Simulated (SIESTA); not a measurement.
## Input and output of a self-consistent single point for Nb5Si3 (I4/mcm, 16 atoms in the cell) (SIESTA)

Computed with GGA PBEsol, numerical atomic orbitals DZP, PseudoDojo PBEsol standard norm-conserving potentials (rewritten from UPF to PSML) (SIESTA).

This input was run:

```
# files in the folder: Si.psml Nb.psml (PseudoDojo PBEsol standard)
SystemName  Nb5Si3
SystemLabel siesta

NumberOfAtoms                16
NumberOfSpecies              2
%block ChemicalSpeciesLabel
  1 14 Si
  2 41 Nb
%endblock ChemicalSpeciesLabel
LatticeConstant              1.0 Bohr
%block LatticeVectors
    -6.207750319    6.207750319   11.228752633
     6.207750319   -6.207750319   11.228752633
     6.207750319    6.207750319  -11.228752633
%endblock LatticeVectors
AtomicCoordinatesFormat      ScaledCartesian
%block AtomicCoordinatesAndAtomicSpecies
     0.000000000    0.000000000    5.614376316  1
     0.000000000    0.000000000   16.843128949  1
     2.060973106    8.268723425    3.368625790  2
     4.146777213    2.060973106    3.368625790  2
     4.146777213   -2.060973106   14.597378422  2
     2.060973106    4.146777213   14.597378422  2
     2.060973106    4.146777213    7.860126843  2
     4.146777213   -2.060973106    7.860126843  2
     4.146777213    2.060973106   -3.368625790  2
     2.060973106    8.268723425   -3.368625790  2
     0.000000000    0.000000000    0.000000000  2
     0.000000000    0.000000000   11.228752633  2
    -1.551937580    4.655812740   11.228752633  1
     1.551937580    4.655812740    0.000000000  1
     7.759687899    1.551937580    0.000000000  1
     4.655812740    1.551937580   11.228752633  1
%endblock AtomicCoordinatesAndAtomicSpecies

XC.functional                GGA
XC.authors                   PBEsol
PAO.BasisSize                DZP
PAO.EnergyShift              0.01 Ry
MeshCutoff                   350 Ry
%block kgrid.MonkhorstPack
    6   0   0  0.0
    0   6   0  0.0
    0   0   6  0.0
%endblock kgrid.MonkhorstPack
OccupationFunction           MP
OccupationMPOrder            0
ElectronicTemperature        200.0 meV

MaxSCFIterations             150
SCF.Mixer.Method             Pulay
SCF.Mixer.Weight             0.1
SCF.Mixer.History            6
SCF.DM.Tolerance             1.0E-05
Diag.ParallelOverK           true
WriteForces                  true
Charge.Mulliken              end
```

Output (repeated stretches shortened):

```
reinit: Reading from file input.fdf

reinit: System Name: Nb5Si3
reinit: System Label: siesta

coor:   Atomic-coordinates input format  =     Cartesian coordinates
coor:                                          (in units of alat)

siesta: Atomic coordinates (Bohr) and species
siesta:      0.00000   0.00000   5.61438  1        1
siesta:      0.00000   0.00000  16.84313  1        2
siesta:      2.06097   8.26872   3.36863  2        3
siesta:      4.14678   2.06097   3.36863  2        4
siesta:      4.14678  -2.06097  14.59738  2        5
siesta:      2.06097   4.14678  14.59738  2        6
siesta:      2.06097   4.14678   7.86013  2        7
siesta:      4.14678  -2.06097   7.86013  2        8
siesta:      4.14678   2.06097  -3.36863  2        9
siesta:      2.06097   8.26872  -3.36863  2       10
siesta:      0.00000   0.00000   0.00000  2       11
siesta:      0.00000   0.00000  11.22875  2       12
siesta:     -1.55194   4.65581  11.22875  1       13
siesta:      1.55194   4.65581   0.00000  1       14
siesta:      7.75969   1.55194   0.00000  1       15
siesta:      4.65581   1.55194  11.22875  1       16

siesta: System type = bulk

initatomlists: Number of atoms, orbitals, and projectors:     16   268   288

siesta: ******************** Simulation parameters ****************************
redata: Spin configuration                          = none
redata: Time-Reversal Symmetry                      = T
redata: Number of Atomic Species                    =        2
redata: Mesh Cutoff                                 =   350.0000 Ry
redata: Net charge of the system                    =     0.0000 |e|
redata: Min. number of SCF Iter                     =        0
redata: Max. number of SCF Iter                     =      150
redata: SCF convergence failure will abort job
redata: SCF mix quantity                            = Hamiltonian
redata: Mix DM or H after convergence               =   F
   [... lines left out ...]
diag: Used triangular part                          = Lower
diag: Absolute tolerance                            =  0.100E-15
diag: Orthogonalization factor                      =  0.100E-05
diag: Memory factor                                 =  1.0000

superc: Internal auxiliary supercell:     5 x     5 x     5  =     125
superc: Number of atoms, orbitals, and projectors:   2000  33500  36000

                        Single-point calculation

superc: Internal auxiliary supercell:     5 x     5 x     5  =     125
superc: Number of atoms, orbitals, and projectors:   2000  33500  36000

outcell: Unit cell vectors (Ang):
       -3.285000    3.285000    5.942000
        3.285000   -3.285000    5.942000
        3.285000    3.285000   -5.942000

outcell: Cell vector modules (Ang)   :    7.542534    7.542534    7.542534
outcell: Cell angles (23,13,12) (deg):    128.3619    128.3619     76.0394
outcell: Cell volume (Ang**3)        :    256.4858
new_DM -- step:     1
Initializing Density Matrix...

Attempting to read DM from file... Failed...
DM filled with atomic data:

InitMesh: MESH = 80 x 80 x 60 = 384000
InitMesh: Mesh cutoff (required, used) =   350.000   381.357 Ry

stepf: Methfessel-Paxton step function
       Using Hermite-Gauss polynomials of order  0
        iscf     Eharris(eV)        E_KS(eV)     FreeEng(eV)     dDmax    Ef(eV) dHmax(eV)
   scf:    1   -17480.023184   -17602.465622   -17602.579846  0.939665 -2.892183  9.484025
   scf:    2   -17628.976778   -17616.503942   -17616.619912  0.111858 -3.138364  7.072864
   scf:    3   -17640.747611   -17632.250762   -17632.376801  0.239954 -3.803435  2.703699
   scf:    4   -17633.726489   -17633.292374   -17633.424684  0.054239 -4.020267  0.836245
   scf:    5   -17633.510722   -17633.417573   -17633.549710  0.021009 -4.049954  0.570170
   scf:    6   -17633.067292   -17633.395363   -17633.529190  0.071330 -4.198508  1.241204
   scf:    7   -17633.266764   -17633.538614   -17633.674767  0.053755 -4.143442  0.671072
   scf:    8   -17633.605454   -17633.603213   -17633.738342  0.026046 -4.163106  0.119799
   scf:    9   -17633.604464   -17633.604505   -17633.739991  0.002673 -4.173772  0.015595
   scf:   10   -17633.604566   -17633.604540   -17633.740014  0.000234 -4.174023  0.003808
   scf:   11   -17633.604546   -17633.604548   -17633.740041  0.000551 -4.175340  0.001138
   scf:   12   -17633.604554   -17633.604551   -17633.740042  0.000080 -4.175447  0.000844
   scf:   13   -17633.604547   -17633.604549   -17633.740044  0.000165 -4.175771  0.000312
   scf:   14   -17633.604550   -17633.604549   -17633.740044  0.000017 -4.175809  0.000277
   scf:   15   -17633.604548   -17633.604549   -17633.740044  0.000039 -4.175897  0.000058
   scf:   16   -17633.604549   -17633.604549   -17633.740044  0.000001 -4.175901  0.000043
SCF Convergence by DM+H criterion
max |DM_out - DM_in|         :     0.0000014262
max |H_out - H_in|      (eV) :     0.0000429945
SCF cycle converged after 16 iterations

Using DM_out to compute the final energy and forces

siesta: E_KS(eV) =           -17633.6045

siesta: E_KS - E_eggbox =    -17633.6045

siesta: Atomic forces (eV/Ang):
     1    0.000818   -0.000818   -0.000000
     2   -0.000818    0.000818   -0.000000
     3    0.141532    0.141532   -0.119851
     4   -0.142094    0.141690   -0.119763
     5   -0.140640   -0.140640   -0.123103
     6    0.141690   -0.142094   -0.119763
     7    0.142094   -0.141690    0.119763
     8   -0.141532   -0.141532    0.119851
     9   -0.141690    0.142094    0.119763
    10    0.140640    0.140640    0.123103
    11   -0.000000   -0.000000   -0.000000
    12    0.000000    0.000000   -0.000000
    13   -0.751035   -0.751035    0.001672
    14    0.749785   -0.749785    0.000000
    15    0.751035    0.751035   -0.001672
    16   -0.749785    0.749785    0.000000
   Tot    0.000000   -0.000000    0.000000
   Max    0.751035
   Res    0.320860    sqrt( Sum f_i^2 / 3N )
   Max    0.751035    constrained

Stress tensor Voigt[x,y,z,yz,xz,xy] (kbar):       31.07       31.07       38.31        0.11        0.11       -0.15
(Free)E + p*V (eV/cell)   -17639.0999
Target enthalpy (eV/cell)   -17633.7400

siesta: Program's energy decomposition (eV):
siesta: Ebs     =     -3874.844789
siesta: Eions   =     29950.399452
siesta: Ena     =      8393.519543
siesta: Ekin    =      5172.169949
siesta: Enl     =      2203.176002
siesta: Eso     =         0.000000
siesta: Edftu   =         0.000000
siesta: DEna    =       325.648236
siesta: DUscf   =        14.535130
siesta: DUext   =         0.000000
siesta: Ex      =     -3488.148499
siesta: Ec      =      -304.105458
siesta: Exc     =     -3792.253957
siesta: Eharris =    -17633.604549
siesta: Etot    =    -17633.604549
siesta: FreeEng =    -17633.740044

siesta: Atomic forces (eV/Ang):
siesta:      1    0.000818   -0.000818   -0.000000
siesta:      2   -0.000818    0.000818   -0.000000
siesta:      3    0.141532    0.141532   -0.119851
   [... lines left out ...]
siesta: Cell volume =        256.485836 Ang**3
siesta:         -33.48107418        -31.14711207  kBar
   [... lines left out ...]
              0.337   0.691   0.764   0.626   0.764   0.627   0.070   0.081

              0.056   0.081   0.049
  10 12.833   1.859   0.086   0.323   1.931   1.917   1.931   0.337   0.304
              0.337   0.691   0.764   0.626   0.764   0.627   0.070   0.081

              0.056   0.081   0.049
  11 13.077   1.855   0.203   0.278   1.910   1.917   1.910   0.353   0.302
              0.353   0.766   0.896   0.673   0.896   0.787   0.028  -0.009

             -0.033  -0.009   0.001
  12 13.077   1.855   0.203   0.278   1.910   1.917   1.910   0.353   0.302
              0.353   0.766   0.896   0.673   0.896   0.787   0.028  -0.009

             -0.033  -0.009   0.001

mulliken: Qtot =      154.000

Mulliken Atomic Populations:
Atom #   charge [q] valence [e]  Species
     1    -0.146074    4.146074  Si
     2    -0.146074    4.146074  Si
     3     0.167357   12.832643  Nb
     4     0.167014   12.832986  Nb
     5     0.167214   12.832786  Nb
     6     0.167014   12.832986  Nb
     7     0.167014   12.832986  Nb
     8     0.167357   12.832643  Nb
     9     0.167014   12.832986  Nb
    10     0.167214   12.832786  Nb
    11    -0.076844   13.076844  Nb
    12    -0.076844   13.076844  Nb
    13    -0.222838    4.222838  Si
    14    -0.222844    4.222844  Si
    15    -0.222838    4.222838  Si
    16    -0.222844    4.222844  Si
 Total    -0.000000
```

The run converged in 16 iterations.

The starting cell comes from a database of published, mostly measured structures (it also holds non-ambient and calculated ones), without a prior relaxation at this level. Spin polarisation is off. Values carry the incompleteness of an atom-centred basis. With a pressure of about -3 GPa the cell is away from its equilibrium volume at this level. Forces in this geometry exceed 1 eV/Å.

Cost on one core of a shared machine: roughly 5 min.
